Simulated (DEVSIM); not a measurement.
# Schottky contact on n-type CdTe

Structure: Schottky contact on n-type CdTe, at 300 K.

```csv
layer (left to right),material,thickness (μm),Nd (cm⁻³),τn (s),τp (s)
1,CdTe,2.60,3.6e16,3.6e-10,3.6e-10
```

Left contact: Schottky, work function 4.99 eV, emission velocity 7.1e6 cm/s. Right contact: ohmic. Voltage is applied to the left contact. Recombination: SRH at mid-gap, radiative. Mobility is constant in doping.

The device is made up for the run: typed textbook-type constants, with dimensions and the other settings drawn at random. Values at 300 K.

```
parameter        CdTe
-------------  ------
gap (eV)          1.5
affinity (eV)    4.28
permittivity     10.2
Nc (cm⁻³)        8e17
Nv (cm⁻³)      1.8e19
μn (cm²/Vs)      1000
μp (cm²/Vs)        80
B (cm³/s)       1e-10
```

Model (solved in DEVSIM): 1D drift-diffusion, Boltzmann statistics, complete ionisation; no tunnelling, impact ionisation, image-force lowering or self-heating. Metal contacts follow the ideal Schottky-Mott rule: no Fermi-level pinning, no interface dipoles.

```json
{
 "potential_step_across_the_device_at_zero_bias": "0.630 V",
 "largest_field_in_the_device_at_zero_bias": "88000 V/cm",
 "Dark forward voltage at 1 A/cm²": "0.359 V",
 "Dark forward voltage at 100 A/cm²": "0.485 V"
}
```

Small-signal capacitance in reverse bias (quasi-static):

| V (V) | C (nF/cm²) |
|---|---|
| -0.04 | 63.6 |
| -0.1 | 60.8 |
| -0.2 | 56.9 |
| -0.3 | 53.7 |
| -0.4 | 50.9 |
| -0.6 | 46.5 |
| -0.8 | 43.1 |
| -1 | 40.3 |
| -1.3 | 37.0 |
| -1.6 | 34.4 |
| -2 | 31.6 |

Dark forward current:

```csv
V (V),J (A/cm²)
0.05,5.9e-6
0.10,4.6e-5
0.15,0.00032
0.20,0.0022
0.25,0.015
0.30,0.11
0.35,0.72
0.40,4.9
0.45,31
0.50,170
0.55,560
0.60,1200
0.65,2000
```
